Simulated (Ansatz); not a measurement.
The reference is Ba in the bcc (W type) structure (space group Im-3m, No. 229; a = 4.883 Å; relaxed with 0.1 eV smearing). Axes: x, y, z lie along the cube axes.

The values are results of PBEsol (Ansatz, an electronic-structure program; PAW; 420 eV plane waves; no spin-orbit coupling), not measurements.

Strains are applied to the cell and any free atomic positions relax.

One change was made to it. Results:

The shortest interatomic distance decreases by 0.027 Å, from 4.229 Å to 4.202 Å; the energy rises by 0.8 meV/atom.

### Question
Which change produced these results?
A) tensor shear ε_xy = +0.97 %
B) isotropic strain +0.99 %
C) strain tensor (xx, yy, zz, yz, xz, xy) = (+1.24, +0.83, −0.69, −1.69, −0.49, +0.95) %
D) isotropic strain −5.22 %

### Answer
A, tensor shear ε_xy = +0.97 %. For comparison, the shortest interatomic distance in the other runs: strain tensor (xx, yy, zz, yz, xz, xy) = (+1.24, +0.83, −0.69, −1.69, −0.49, +0.95) % gives 4.188 Å; isotropic strain +0.99 % gives 4.271 Å; isotropic strain −5.22 % gives 4.008 Å.

Stability against distortions was not tested. The base started in Cmcm and relaxed to Im-3m at this level.
